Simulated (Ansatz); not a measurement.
The parent structure is Sr in the fcc (Cu type) structure (space group Fm-3m, No. 225; a = 5.923 Å). Axes: x, y, z lie along the cube axes.

Level of theory: plane-wave PAW DFT at the PBEsol level (Ansatz, a quantum-chemistry and plane-wave program, 420 eV), no spin-orbit coupling.

Strains are applied to the cell and any free atomic positions relax.

One change was made to it. Results:

| quantity | base | after |
|---|---|---|
| energy relative to the base (free energy F) | 0 meV/atom | +1.6 meV/atom |
| shortest interatomic distance | 4.188 Å | 4.128 Å |
| pressure (mean of the normal stresses, compression positive) | 0.0 GPa | 0.0 GPa |

**Question.** What was done to the base?
A. tensor shear ε_xy = +1.71 %
B. tensor shear ε_xy = +1.43 %
C. tensor shear ε_xy = +0.86 %

**Answer.** B, tensor shear ε_xy = +1.43 %. For comparison, the shortest interatomic distance in the other runs: tensor shear ε_xy = +1.71 % gives 4.116 Å; tensor shear ε_xy = +0.86 % gives 4.152 Å.

Stability against distortions was not tested.
